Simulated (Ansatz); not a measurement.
An Ansatz (a quantum-chemistry and plane-wave program) input (plane-wave PAW DFT at the r2SCAN level (Ansatz, 500 eV), spin-orbit coupling left out, earlier PAW set):

Ansatz 0.2 input:
```yaml
crystal:
  lattice:
    - [2.517494448, 0, 0]
    - [0, 3.5602747916, 0]
    - [0, 0, 21.2937361201]
  atoms:
    - { symbol: C, position: [0.25, 0.75, 0.3522162554] }
    - { symbol: C, position: [0.75, 0.5, 0.3522162554] }
    - { symbol: C, position: [0.75, 1.25, 0.4113297532] }
    - { symbol: C, position: [1.25, 1, 0.4113297532] }
    - { symbol: C, position: [1.25, 1.75, 0.4704432511] }
    - { symbol: C, position: [1.75, 1.5, 0.4704432511] }
    - { symbol: C, position: [1.75, 2.25, 0.5295567489] }
    - { symbol: C, position: [2.25, 2, 0.5295567489] }
    - { symbol: C, position: [2.25, 2.75, 0.5886702468] }
    - { symbol: C, position: [2.75, 2.5, 0.5886702468] }
    - { symbol: C, position: [2.75, 3.25, 0.6477837446] }
    - { symbol: C, position: [3.25, 3, 0.6477837446] }
basis: { ecutwfc: 500, ecutrho_ratio: 4, xc_grid: 4, fft_grid_basis: typed }
kpoints: { mp_grid: { grid: [13, 9, 1] } }
hamiltonian:
  xc: r2scan
  dispersion: none
  pseudopotentials: { azcp: { folder: ./paw }, kind: paw }
scf: { occupations: { method: fermi_dirac, width: 0.05 }, convergence: { dr2_threshold: 0.0000000012 } }
relax: { f_tol: 0.01, max_steps: 50 }
output: { forces: true, stress: true }
checkpoint: { write: state.ck, write_every: 1000 }
```

**Question.** Which symmetry and how many k-points will the program report, and about how many plane waves at Γ?

**Answer.** Space group Pmna (ITA 53) with 8 operations, k-points 35 of 117, and 4861 plane waves at Γ.

Whether these cells are dynamically stable was not tested. The cell was made from C in the diamond structure (space group Fd-3m, No. 227) by this change: a free-standing slab of 6 layers (12 atoms, 2 a layer) is cut normal to [110], with 15 Å of vacuum and the in-plane cell held at bulk.
